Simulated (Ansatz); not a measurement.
## ZnF₂ in the anatase structure (space group I4_1/amd, No. 141; a hypothetical phase, not in the database extracts checked)

ZnF$_{2}$ has the tetragonal space group I4₁/amd, origin choice 1 (No. 141), the anatase structure, Pearson symbol tI12. Conventional cell: a = 4.0243 Å, b = 4.0243 Å, c = 10.0586 Å, α = 90.00°, β = 90.00°, γ = 90.00°. Zn on 4b has 6 F at 2.057–2.089 Å. F on 8e has 3 Zn at 2.057–2.089 Å. (Neighbours: up to the widest gap in distance over summed covalent radii, below 1.35, at either atom; cation-cation and far metal-metal contacts left out.)
(The calculation used a cell of 6 atoms; values per cell refer to that cell.)

Calculations: PBE/PAW in Ansatz (a quantum-chemistry and plane-wave program), without spin-orbit coupling. Γ-centred 12×12×12 mesh, Fermi–Dirac width 0.05 eV.

| Property | Value |
|---|---|
| Volume per atom | 13.58 Å³ |
| Density | 4.22 g/cm³ |
| Band gap | 3.63 eV, indirect, Γ–X (86 % along) → Γ |
| Electron mass | 0.47 mₑ |
| Lowest conduction-band minima above the VBM | Γ 3.63 eV |
| Total energy | -1645.677 eV/atom (σ→0; compares only within this code and set-up) |

Effective masses come from finite differences of ±0.01 Å⁻¹. Whether these cells are dynamically stable was not tested.
